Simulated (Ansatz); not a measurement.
## fcc Ir (1 1 1) on zinc-blende InP (1 1 1) (film strained to the substrate, started from cuts of the bulks and a machine-learned relaxation; slabs In12P12 and Ir35, which can lie off the formulas)

A periodic stack without vacuum, fcc Ir (1 1 1) on zinc-blende InP (1 1 1) (film strained to the substrate, started from cuts of the bulks and a machine-learned relaxation; slabs In12P12 and Ir35, which can lie off the formulas): substrate slab In12P12, film Ir35, surface cells [[-2, 1], [-1, -1]] and [[1, -3], [3, -2]], film strained by +0.8 and +0.8 %, outermost planes P/In and Ir/Ir as cut, which need not be the usual terminations and can put a slab off its formula.

The start was prepared with a machine-learned potential, and the result is one local minimum, with the in-plane cell held and forces under 0.04 eV/Å; the film can end far from its bulk form.

All values below come from PBE (plane waves to 420 eV, PAW; Ansatz, a first-principles code). No spin–orbit coupling; the runs are not spin-polarised; PBE gaps are too small against experiment. Its k-point mesh 4×4×1, Fermi–Dirac width 0.05 eV.

interface area: 46.1 Å²
period: 25.59 Å
heights between the nearest atoms of the two slabs at the two interfaces: 2.11 and 1.46 Å
In–Ir contacts across the interfaces within 1.22 times the sum of covalent radii: 9, mean 2.74 Å
Ir–P contacts across the interfaces within 1.22 times the sum of covalent radii: 9, mean 2.29 Å
estimate of the barrier: withheld, since the two interfaces are unlike
slope of the mean potential energy in the substrate: +1.7 MV/cm × e

```
CELL_PARAMETERS angstrom
      7.29932     0.00000    -0.04941
      3.64969     6.32153    -0.02138
     -1.99969    -3.14829    25.60208
ATOMIC_POSITIONS crystal
  In 0.63985 0.83012 0.13135
  In 0.32247 0.50007 0.13123
  In 0.98765 0.16820 0.13139
  In 0.65938 0.56291 0.26730
  In 0.32812 0.23402 0.26642
  In 0.98672 0.90112 0.26277
  In 0.66696 0.29976 0.40404
  In 0.32954 0.96688 0.39775
  In 0.99800 0.63184 0.39842
  In 0.62125 0.01587 0.53254
  In 0.29801 0.70971 0.53234
  In 0.08432 0.38689 0.53174
  P  0.55373 0.75950 0.03178
  P  0.35354 0.45170 0.02999
  P  0.01623 0.14768 0.03065
  P  0.65631 0.51167 0.16688
  P  0.32044 0.18668 0.16549
  P  0.98019 0.84838 0.16059
  P  0.66262 0.24793 0.30196
  P  0.32328 0.91548 0.29714
  P  0.99338 0.58450 0.29802
  P  0.66440 0.97840 0.43405
  P  0.32935 0.65289 0.43326
  P  0.00648 0.31706 0.43450
  Ir 0.92228 0.40121 0.62055
  Ir 0.50820 0.53954 0.61925
  Ir 0.07072 0.68744 0.61503
  Ir 0.64414 0.82393 0.61808
  Ir 0.21063 0.97878 0.61963
  Ir 0.79039 0.12025 0.61967
  Ir 0.36020 0.25615 0.61724
  Ir 0.41127 0.06171 0.70376
  Ir 0.98297 0.20620 0.70595
  Ir 0.55218 0.34769 0.70465
  Ir 0.12595 0.49116 0.70373
  Ir 0.69520 0.63698 0.70558
  Ir 0.26668 0.77618 0.70404
  Ir 0.83986 0.91730 0.70337
  Ir 0.89211 0.72472 0.79054
  Ir 0.45918 0.86797 0.79135
  Ir 0.03292 0.01003 0.79128
  Ir 0.60666 0.15398 0.79161
  Ir 0.17844 0.29491 0.79110
  Ir 0.74864 0.43833 0.79180
  Ir 0.31947 0.58249 0.79188
  Ir 0.37175 0.38692 0.87715
  Ir 0.94305 0.52845 0.87706
  Ir 0.51381 0.67267 0.87802
  Ir 0.08684 0.81453 0.87823
  Ir 0.65525 0.95818 0.87662
  Ir 0.22855 0.10028 0.87871
  Ir 0.79711 0.24626 0.87876
  Ir 0.85170 0.04291 0.96461
  Ir 0.42969 0.18744 0.96340
  Ir 0.99394 0.33791 0.96523
  Ir 0.56919 0.47952 0.97282
  Ir 0.13174 0.62007 0.96441
  Ir 0.71832 0.76387 0.96304
  Ir 0.28101 0.91430 0.97275
```
